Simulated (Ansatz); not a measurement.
We consider ScF3 (within 0.1 Å of Pm-3m, No. 221; start mp-10694; cell taken from a computed entry), described by r²SCAN in Ansatz (plane waves, PAW).

Numerical settings: plane-wave cutoff 500 eV, 10×10×10 k mesh, Fermi–Dirac smearing 0.05 eV, scalar-relativistic PAW data made under PBE.

Cell (relaxed at this level):

```yaml
crystal:
  lattice:
    - [2.84962, 1.64523, 2.32671]
    - [-2.84962, 1.64523, 2.32671]
    - [0.00000, -3.29046, 2.32670]
  atoms:
    - { symbol: Sc, position: [0.00000, 0.00000, 0.00000] }
    - { symbol: F, position: [0.50000, 0.00075, 0.99925] }
    - { symbol: F, position: [0.99925, 0.50000, 0.00075] }
    - { symbol: F, position: [0.00075, 0.99925, 0.50000] }
```

Task: Give the computed band gap.

Result: 
* **band gap**: 6.98 eV (on the SCF k mesh)

The computed numbers hold no vibrational or temperature effects.

It cost very roughly 120 core-seconds of CPU time.

A start named mp-… is a Materials Project structure, which need not be a measured phase.

Ansatz is an electronic-structure program.
